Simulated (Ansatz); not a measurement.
The reference is CdS in the wurtzite structure (space group P6_3mc, No. 186).

```
CELL_PARAMETERS angstrom
      4.19618     0.00000     0.00000
     -2.09809     3.63400     0.00000
      0.00000     0.00000     6.82953
ATOMIC_POSITIONS crystal
  Cd 0.33333 0.66667 0.99917
  Cd 0.66667 0.33333 0.49917
  S  0.33333 0.66667 0.37563
  S  0.66667 0.33333 0.87563
```

Cartesian axes are those of the cell as printed.

Levels (all Ansatz, a quantum-chemistry and plane-wave program, PAW): PBE (420 eV, no spin-orbit coupling); HSE06 (420 eV, spin-orbit coupling left out).

Its gap is 1.11 eV with PBE and 2.12 eV with HSE06.

One thing is altered: biaxial strain −4.11 %, plane normal [001], relaxed out of plane (Cartesian); in-plane vectors clamped, the third vector and the atoms free.

With PBE the gap becomes 1.00 eV.

### Question
If the HSE06 correction stayed the same, what would the HSE06 gap be, and what does the HSE06 run give?

### Answer
A rigid correction of +1.01 eV gives 2.01 eV. The HSE06 run gives 2.01 eV, so the two effects roughly add.

Single points use the geometry relaxed with PBE. No phonon test of stability was made.
